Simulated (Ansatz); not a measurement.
# Convergence study of the k-point mesh at a smearing width of 0.3 eV for AlNi (Cmm2, 2 atoms in the cell)

```yaml
crystal:
  lattice:
    - [1.93288, -1.94733, 0.00000]
    - [1.93288, 1.94733, 0.00000]
    - [0.00000, 0.00000, 3.09013]
  atoms:
    - { symbol: Al, position: [0.00000, 0.00000, 0.01618] }
    - { symbol: Ni, position: [0.50000, 0.50000, 0.50000] }
```

Method: PBEsol, PAW files made with PBE (plane waves; Ansatz, a program for electronic structure).

Base settings: basis.ecutwfc = 30.9 Ry; kpoints.mp_grid.grid = 12 12 11; hamiltonian.xc = pbesol; hamiltonian.pseudopotentials = {kind: paw} (the program's default PAW files); scf.occupations.method = gaussian; scf.occupations.width = 0.0073 Ry.

In this ladder: scf.occupations.width = 0.022 Ry.

Only quantities that move along the ladder and can be compared are tabulated.

The count of work is k-points × plane waves × bands × iterations; it is no time. 

The starting cell comes from a database of computed structures (which also holds hypothetical and non-ambient phases and stackings), without a prior relaxation at this level. Its lattice was rescaled by up to half a per cent. One atom was moved a little off its site on purpose. Spin polarisation is off. Ansatz's pressure includes its estimate of the finite-basis (Pulay) stress.

Steps (kpoints.mp_grid.grid): 4 4 4; 5 5 5; 6 6 6; 7 7 7; 9 9 8; 11 11 10; 13 13 12; 16 16 14; 19 19 17; 23 23 21; 28 28 25.

Question: What is the coarsest kpoints.mp_grid.grid that holds the free energy within 2 meV/atom of the last step, with all finer ones?

Answer: 6 6 6, at 0.017 of the last step's count of work; the step before is off by 8.3 meV/atom.

Question: What is the coarsest kpoints.mp_grid.grid that holds the pressure within 0.05 GPa of the last step, with all finer ones?

Answer: 9 9 8, at 0.046 of the last step's count of work; the step before is off by 0.23 GPa.

| kpoints.mp_grid.grid | free energy less the last step's (meV/atom) | pressure (GPa) | count of work / last |
|---|---|---|---|
| 4 4 4 | -2.26 | 1.85 | 0.0077 |
| 5 5 5 | 8.30 | 2.27 | 0.0098 |
| 6 6 6 | -0.49 | 2.10 | 0.017 |
| 7 7 7 | -1.04 | 2.46 | 0.023 |
| 9 9 8 | 0.29 | 2.22 | 0.046 |
| 11 11 10 | 0.19 | 2.22 | 0.079 |
| 13 13 12 | 0.06 | 2.25 | 0.13 |
| 16 16 14 | 0.07 | 2.24 | 0.21 |
| 19 19 17 | 0.04 | 2.24 | 0.33 |
| 23 23 21 | 0.00 | 2.24 | 0.58 |
| 28 28 25 | 0.00 | 2.24 | 1.0 |

Keys are those of Ansatz 0.2.
